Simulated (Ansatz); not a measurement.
## A computed series for BeS: pressure series

Start from BeS in the zinc blende structure (space group F-43m, No. 216).

BeS has the cubic space group F-43m (No. 216), the zinc blende structure, Pearson symbol cF8. Cell: a = b = c = 4.876 Å, α = β = γ = 90.00°. Be on 4a sees 4 S at 2.111 Å (tetrahedral). S on 4d is surrounded by 4 Be at 2.111 Å (tetrahedral). (Neighbours: up to the widest gap in distance over summed covalent radii, below 1.35, at either atom; cation-cation and far metal-metal contacts left out.)
(The calculation used a cell of 2 atoms; values per cell refer to that cell.)

Cell and atoms are relaxed at each pressure.

Level of theory: PBE (Ansatz, an electronic-structure program, PAW, spin-orbit coupling left out).

```json
[
 {"P (GPa)": "-1.99", "V (Å³/atom)": "14.819"},
 {"P (GPa)": "-0.99", "V (Å³/atom)": "14.650"},
 {"P (GPa)": "0.90", "V (Å³/atom)": "14.354"},
 {"P (GPa)": "2.11", "V (Å³/atom)": "14.180"},
 {"P (GPa)": "4.50", "V (Å³/atom)": "13.861"},
 {"P (GPa)": "8.99", "V (Å³/atom)": "13.341"},
 {"P (GPa)": "14.99", "V (Å³/atom)": "12.763"},
 {"P (GPa)": "22.49", "V (Å³/atom)": "12.173"},
 {"P (GPa)": "29.99", "V (Å³/atom)": "11.683"}
]
```

A third-order Birch–Murnaghan fit to these points gives V₀ = 14.49 Å³/atom, B₀ = 93 GPa and B₀′ = 3.8. At pressure 30 GPa the volume is 80.6 % of V₀.

Between the base and pressure 9 GPa the gap moves from 3.15 eV to 2.95 eV, a mean slope of -22 meV/GPa.

Load acts through the strain it causes; cell and atoms are relaxed under it. No phonon test of stability was made. Competing high-pressure phases were not computed.
